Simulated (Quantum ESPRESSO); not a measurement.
A self-consistent single point of Mg14CdSi (P-6m2, 16 atoms in the cell) with Quantum ESPRESSO.

Method of the run: LDA (PZ), GBRV 1.5 ultrasoft (LDA) pseudopotentials (plane waves; Quantum ESPRESSO).

```yaml
crystal:
  lattice:
    - [6.29113, 0.00000, 0.00000]
    - [-3.14557, 5.44828, 0.00000]
    - [0.00000, 0.00000, 10.37565]
  atoms:
    - { symbol: Mg, position: [0.99898, 0.49949, 0.00000] }
    - { symbol: Mg, position: [0.50051, 0.00102, 0.00000] }
    - { symbol: Mg, position: [0.50051, 0.49949, 0.00000] }
    - { symbol: Mg, position: [0.00023, 0.50011, 0.50000] }
    - { symbol: Mg, position: [0.49989, 0.99977, 0.50000] }
    - { symbol: Mg, position: [0.49989, 0.50011, 0.50000] }
    - { symbol: Mg, position: [0.16531, 0.83469, 0.24882] }
    - { symbol: Mg, position: [0.66938, 0.83469, 0.75118] }
    - { symbol: Mg, position: [0.16531, 0.33062, 0.24882] }
    - { symbol: Mg, position: [0.16531, 0.83469, 0.75118] }
    - { symbol: Mg, position: [0.66938, 0.83469, 0.24882] }
    - { symbol: Mg, position: [0.16531, 0.33062, 0.75118] }
    - { symbol: Mg, position: [0.66667, 0.33333, 0.25120] }
    - { symbol: Mg, position: [0.66667, 0.33333, 0.74880] }
    - { symbol: Cd, position: [0.00000, 0.00000, 0.50000] }
    - { symbol: Si, position: [0.00000, 0.00000, 0.00000] }
```

Reference input (self-consistent single point, DFT, LDA (PZ), plane waves, GBRV 1.5 ultrasoft (LDA) pseudopotentials): ecutwfc = 40 Ry; ecutrho = 200 Ry; occupations = smearing; smearing = fd; degauss = 0.0036749 Ry; potentials = {Mg: mg_lda_v1.4.uspp.F.UPF, Cd: cd_lda_v1.uspp.F.UPF, Si: si_lda_v1.uspp.F.UPF}; K_POINTS = automatic 6 6 3 0 0 0; conv_thr = 1e-09 Ry; mixing_beta = 0.3. This run's input differs from it in these lines:

```diff
@@ -14,4 +14,4 @@
   ntyp = 3
-  ecutwfc = 40
-  ecutrho = 200
+  ecutwfc = 70
+  ecutrho = 350
   occupations = 'smearing'
```

Output (repeated stretches shortened):

```
     Self-consistent Calculation

     iteration #  1     ecut=    70.00 Ry     beta= 0.30

     negative rho (up, down):  2.122E-02 0.000E+00

     total energy              =   -1875.18071545 Ry
     estimated scf accuracy    <       2.54921593 Ry

     iteration #  2     ecut=    70.00 Ry     beta= 0.30

     negative rho (up, down):  2.106E-02 0.000E+00

     total energy              =   -1874.98176624 Ry
     estimated scf accuracy    <       0.81813168 Ry

     iteration #  3     ecut=    70.00 Ry     beta= 0.30

     negative rho (up, down):  2.111E-02 0.000E+00

     total energy              =   -1874.90585056 Ry
     estimated scf accuracy    <       1.21842436 Ry

   [... 8 blocks of this kind left out ...]

     iteration # 12     ecut=    70.00 Ry     beta= 0.30

     negative rho (up, down):  2.131E-02 0.000E+00

     total energy              =   -1875.01867979 Ry
     estimated scf accuracy    <          1.9E-09 Ry

     iteration # 13     ecut=    70.00 Ry     beta= 0.30

     negative rho (up, down):  2.131E-02 0.000E+00
     End of self-consistent calculation

     the Fermi energy is     5.8315 ev

!    total energy              =   -1875.01867979 Ry
     estimated scf accuracy    <          8.9E-11 Ry
     smearing contrib. (-TS)   =      -0.00343914 Ry
     internal energy E=F+TS    =   -1875.01524065 Ry

     convergence has been achieved in  13 iterations

     negative rho (up, down):  2.131E-02 0.000E+00

     Forces acting on atoms (cartesian axes, Ry/au):

     atom    1 type  1   force =    -0.00113868   -0.00065742    0.00000000
     atom    2 type  1   force =     0.00000000    0.00131483   -0.00000000
     atom    3 type  1   force =     0.00113868   -0.00065742   -0.00000000
     atom    4 type  1   force =    -0.00065430   -0.00037776    0.00000000
     atom    5 type  1   force =     0.00000000    0.00075552    0.00000000
   [... lines left out ...]
     Total force =     0.010784     Total SCF correction =     0.000020
   [... lines left out ...]

     negative rho (up, down):  2.131E-02 0.000E+00
          total   stress  (Ry/bohr**3)                   (kbar)     P=      -30.89
  -0.00018551   0.00000000   0.00000000          -27.29        0.00        0.00
   0.00000000  -0.00018551   0.00000000            0.00      -27.29        0.00
   0.00000000   0.00000000  -0.00025884            0.00        0.00      -38.08

   JOB DONE.
```

The run converged in 13 iterations. Against the reference run the free energy falls by 10.4 meV/atom, the pressure hardly changes (-3.05 to -3.09 GPa) and the largest force moves little (0.105 to 0.106 eV/Å).

The starting cell comes from a database of computed structures (which also holds hypothetical and non-ambient phases and stackings), without a prior relaxation at this level. Its lattice was rescaled by a random factor within 2.5 % of one.

Cost on one core of a shared machine: roughly 30 min.
